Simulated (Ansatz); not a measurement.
# Habitual settings against a tight run: a (001) slab of MoPd3 (cut from a parent of space group no. 166; 12 atoms in the cell)

Self-consistent single point.

```
CELL_PARAMETERS angstrom
      2.79658     0.00000     0.00000
     -1.39829     2.42191     0.00000
      0.00000     0.00000    40.86970
ATOMIC_POSITIONS crystal
  Mo 0.00000 0.00000 0.75011
  Mo 0.66667 0.33333 0.30662
  Mo 0.33333 0.66667 0.52836
  Pd 0.33333 0.66667 0.69596
  Pd 0.00000 0.00000 0.58251
  Pd 0.66667 0.33333 0.63924
  Pd 0.00000 0.00000 0.25247
  Pd 0.66667 0.33333 0.80426
  Pd 0.33333 0.66667 0.19574
  Pd 0.66667 0.33333 0.47422
  Pd 0.33333 0.66667 0.36076
  Pd 0.00000 0.00000 0.41749
```

Method of the run: PBEsol, PAW files made with PBE (plane waves; Ansatz, an electronic-structure program).

Base settings: basis.ecutwfc = 420 eV; kpoints.mp_grid.grid = 11 11 1; hamiltonian.xc = pbesol; hamiltonian.pseudopotentials = {kind: paw} (the program's default PAW files); scf.occupations.method = cold; scf.occupations.width = 0.272 eV.

Tight run (finer mesh or higher cutoff; not a proven limit): basis.ecutwfc: 420 eV → 590 eV; kpoints.mp_grid.grid: 11 11 1 → 15 15 1; scf.convergence.dr2_threshold: default (1e-07 eV) → 1e-09 eV. It gave Fermi level (on the code's own zero) 11.23 eV; pressure averaged over the cell with its vacuum -6.78 GPa; largest force (vector length) 0.485 eV/Å.

Quick runs, as changes from the base:
- A: the base itself
- B: basis.ecutwfc: 420 eV → 250 eV; kpoints.mp_grid.grid: 11 11 1 → 3 3 1; hamiltonian.xc: pbesol → lda [LDA (PW92)]
- C: basis.ecutwfc: 420 eV → 335 eV; kpoints.mp_grid.grid: 11 11 1 → 2 2 1; hamiltonian.xc: pbesol → lda; scf.convergence.dr2_threshold: default (1e-07 eV) → 0.0001 eV [LDA (PW92)]
- D: basis.ecutwfc: 420 eV → 250 eV; kpoints.mp_grid.grid: 11 11 1 → 1 1 1
- E: basis.ecutwfc: 420 eV → 295 eV; kpoints.mp_grid.grid: 11 11 1 → 8 8 1; scf.occupations.width: 0.272 eV → 0.2 eV
- F: basis.ecutwfc: 420 eV → 250 eV; kpoints.mp_grid.grid: 11 11 1 → 6 6 1

Energies are extrapolated to zero smearing width, which holds to low order in the width alone.

Dashes: energy of B, C, another energy zero.

† marks runs with another functional, U, potentials or spin treatment: their distance from the tight run is not a convergence error alone.

The count of work is k-points × plane waves × bands × iterations; it is no time. 

The starting cell comes from a database of computed structures (which also holds hypothetical and non-ambient phases and stackings), without a prior relaxation at this level. The slab is cut from that crystal, and its faces are unrelaxed. Its lattice was rescaled in the plane by a random factor within 2.5 % of one. Spin polarisation is off. The two faces of this cut differ, and no dipole correction was used.

```csv
run,energy less tight (meV/atom),largest miss in a force vector (eV/Å),count of work / tight
A,5.1,0.083,0.33
B†,–,1.277,0.042
C†,–,0.864,0.073
D,-875.7,2.083,0.019
E,148.1,0.085,0.12
F,1108.0,0.199,0.077
```

Among the runs at the tight run's level, the energy misses run from 5.1 to 1108.0 meV/atom.

Keys are those of Ansatz 0.2.
